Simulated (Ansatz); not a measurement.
Take GaP in the zinc blende structure (space group F-43m, No. 216; a = 5.439 Å) as the base.

Computed with Kohn–Sham DFT with the PBEsol functional, run in Ansatz (a first-principles code) with PAW and 420 eV plane waves, without spin-orbit coupling.

Base values:

| Item | Result |
|---|---|
| Shortest interatomic distance | 2.355 Å |
| Smallest direct gap | 1.80 eV |

It is then changed as follows: a hydrostatic pressure of 2.1 GPa.

**Question.** What does the calculation give for the shortest interatomic distance after the change?

**Answer.** The shortest interatomic distance shrinks by 0.018 Å (2.355 Å → 2.337 Å).

**Question.** How does this affect the mean gap deformation potential ΔEg/Δln V?

**Answer.** The mean gap deformation potential ΔEg/Δln V is +1.9 eV.

**Question.** How does this affect the smallest direct gap?

**Answer.** The smallest direct gap goes up by 0.19 eV, from 1.80 eV to 1.99 eV.

Load acts through the strain it causes; cell and atoms are relaxed under it. No phonon test of stability was made. Tetrahedral semiconductors of this kind turn to denser phases somewhere between about 1 and 50 GPa; those were not computed, so compressed cells here can lie past the real transition.
